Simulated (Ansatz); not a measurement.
**Element substitutions in PbSe**

The parent structure is PbSe in the rock salt structure (space group Fm-3m, No. 225; a = 6.218 Å).

Each row replaces one element on all its sites; cell and atoms are relaxed.

All numbers come from Ansatz (a first-principles code), PBE, PAW, cutoff 420 eV, no SOC.

```csv
case,band gap,density
base,0.43 eV,7.91 g/cm³
Pb → Os,zero,12.96 g/cm³
Se → Ir,zero,15.38 g/cm³
Se → Te,?,?
Pb → C,zero,6.21 g/cm³
```

Q: Complete the table.

A: 
- Se → Te, band gap: 0.83 eV
- Se → Te, density: 7.85 g/cm³

With Pb and Te present, leaving out spin-orbit coupling can change the band edges. Whether these cells are dynamically stable was not tested. As relaxed here, OsSe, IrPb and SeC are hypothetical phases, not in the database extracts checked. The final runs are not spin-polarised. OsSe has a high density of states at the Fermi level and may be magnetic at this level.
